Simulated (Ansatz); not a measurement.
# Effect of biaxial strain −1.50 %, plane normal [001], relaxed out of plane on BeTe

The reference is BeTe in the zinc blende structure (space group F-43m, No. 216; a = 5.554 Å). Axes: x, y, z lie along the cube axes.

Modification: compressive biaxial strain of 1.50 % in the plane normal to [001], as in epitaxy on a mismatched substrate; the out-of-plane cell vector and the atoms relax.

All numbers come from Ansatz (a program for electronic structure) LDA, spin-orbit coupling left out. Settings: 10×10×10 k-points, 0.05 eV Fermi–Dirac smearing.

- Volume per atom: 21.03 Å³ (base 21.42 Å³)
- Space group: I-4m2 (No. 119) (base F-43m (No. 216))
- Shortest interatomic distance: 239.1 pm (base 240.5 pm)
- Energy relative to the base (free energy F): +3.6 meV/atom
- Pressure (mean of the normal stresses, compression positive): 12.1 kbar (base 0.1 kbar)
- Band gap: 1.63 eV (base 1.79 eV)
- Gap character: indirect, Γ → X
- Smallest direct gap: 3.50 eV (base 3.59 eV)
- Electron mass: 1.3 mₑ along k, 0.25 mₑ across (at X) (base 1.3 mₑ along k, 0.24 mₑ across (at X))
- Valence-band top at Γ (three highest levels, from the VBM): 0.00, 0.00, -0.16 eV (base 0.00, 0.00, 0.00 eV)
- Valley order (the lowest conduction-band minima on the path, energy above the VBM, named in the base's zone): X along [010] 1.63 eV; X along [001] 1.83 eV (base X along ⟨100⟩ 1.79 eV; L along ⟨111⟩ 3.18 eV)
- Out-of-plane strain: +1.20 %
- Ratio −ε⊥/ε∥: 0.80

Spin-orbit coupling, missing from the scalar runs, can matter with Te. Effective masses come from finite differences of ±0.01 Å⁻¹. Along k means along the line from Γ to the band edge. No phonon test of stability was made. k-point labels follow each cell's own Brillouin zone.
